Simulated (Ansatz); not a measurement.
# The (0001) surface of hcp Hf, clean 1x1 (bottom of the slab: a bare face, its two planes held)

Calculation: PBE (plane waves to 420 eV, PAW; Ansatz, a first-principles code).

Slab: 6 atoms, 12.7 Å thick at the start; k 13x13x1, smearing 0.1 eV, dipole-corrected; 2 atoms held, the rest relaxed; start symmetry kept, larger cells not searched; no spin, no spin-orbit, no U.

```json
{
 "work_function_of_the_top_face": "4.33 eV",
 "energy_released_by_relaxation": "0.058 eV",
 "cost": "around 4 core-minutes (rough)"
}
```
